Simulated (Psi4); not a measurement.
Psi4 1.11, TPSS/def2-svpd: Y(NH2)3 ([NH2][Y]([NH2])[NH2]), 10 atoms. The geometry is a generated start, not checked to be a minimum at this level.

| Quantity | Value |
|---|---|
| task | energy |
| method | tpss |
| basis | def2-svpd |
| memory | 3 GB |
| maxiter | 100 |
| keys of the molecule block | symmetry c1 |
| scf_type | df (default) |
| e_convergence | 1e-06 (default) |
| d_convergence | 1e-06 (default) |
| dft_radial_points | 75 (default) |
| dft_spherical_points | 302 (default) |
| effective core potentials | those of the basis set, past Kr |
| basis functions | 142 |
| grid points | 217248 |

```xyz
10

Y      0.0077     0.0177     0.0285
N      1.8960    -0.4620    -0.7906
H      2.6350    -0.9712    -0.3090
H      2.3570     0.0563    -1.5350
N     -0.6930    -1.0267     1.7312
H     -0.3470    -1.9297     2.0443
H     -1.6176    -0.9249     2.1447
N     -1.1577     1.5139    -0.8873
H     -2.1084     1.7797    -0.6385
H     -0.9721     1.9468    -1.7883
```

Charge 0 and multiplicity 1 are set for this test and not shown to be the ground state.

With the defaults (diis = true, scf_initial_accelerator = adiis, damping_percentage = 0, guess = auto, which took SAD, diis_start = 1, diis_max_vecs = 10) it converges in 10 SCF iterations. One run each on 2 threads, with these changes:
- diis_max_vecs = 20
- diis_max_vecs = 3
- diis_start = 4
- guess = sadno
- scf_initial_accelerator = ediis
- scf_initial_accelerator = none
- diis = false, scf_initial_accelerator = none, damping_percentage = 60
- guess = gwh
- guess = core

Task: Name the settings that don't reach the solution of the defaults.

Result: No convergence: diis = false, scf_initial_accelerator = none, damping_percentage = 60 (the run ends without SCF convergence in 100 iterations). The rest reach the solution of the defaults.

```csv
setting,SCF iterations,end
guess = sadno,9,same solution
the defaults,10,same solution
scf_initial_accelerator = none,10,same solution
scf_initial_accelerator = ediis,10,same solution
diis_max_vecs = 20,10,same solution
guess = gwh,11,same solution
guess = core,12,same solution
diis_start = 4,15,same solution
diis_max_vecs = 3,21,same solution
"diis = false, scf_initial_accelerator = none, damping_percentage = 60",100,no convergence
```

1 further run of the study ended by our limits or in an error and is left out.
